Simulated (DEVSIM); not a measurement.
Device: abrupt Si n-p junction, at 300 K.

Layer 1 from the left is Si, thickness (μm) 0.150, Nd (cm⁻³) 4.7e18, τn (s) 0.00013, τp (s) 0.00013. Layer 2 from the left is Si, thickness (μm) 0.350, Na (cm⁻³) 5.4e15, τn (s) 0.00013, τp (s) 0.00013.

Left contact: ohmic. Right contact: ohmic. Voltage is applied to the left contact. Recombination: SRH at mid-gap, radiative. Mobility is μmin + (μ − μmin)/(1 + (N/Nref)^α).

This is a model device: material constants are rounded textbook-type values typed into the input, and sizes, dopings and lifetimes were drawn at random. Values at 300 K.

Si: gap (eV) 1.124, affinity (eV) 4.05, permittivity 11.7, Nc (cm⁻³) 2.86e19, Nv (cm⁻³) 3.1e19, μn (cm²/Vs) 1417, μp (cm²/Vs) 470, μn,min 52, μp,min 45, Nref,n 9.7e16, Nref,p 2.2e17, αn 0.68, αp 0.72, B (cm³/s) 4.7e-15.

Model (solved in DEVSIM): 1D drift-diffusion, Boltzmann statistics, complete ionisation; no tunnelling, impact ionisation, image-force lowering or self-heating.

**Question.** What does the simulation give for the largest field in the device at zero bias, the potential step across the device at zero bias, the dark forward voltage at 1 A/cm², the dark forward voltage at 100 A/cm²?

**Answer.** largest field in the device at zero bias 120000 V/cm; potential step across the device at zero bias 0.854 V; dark forward voltage at 1 A/cm² 0.476 V; dark forward voltage at 100 A/cm² 0.612 V.
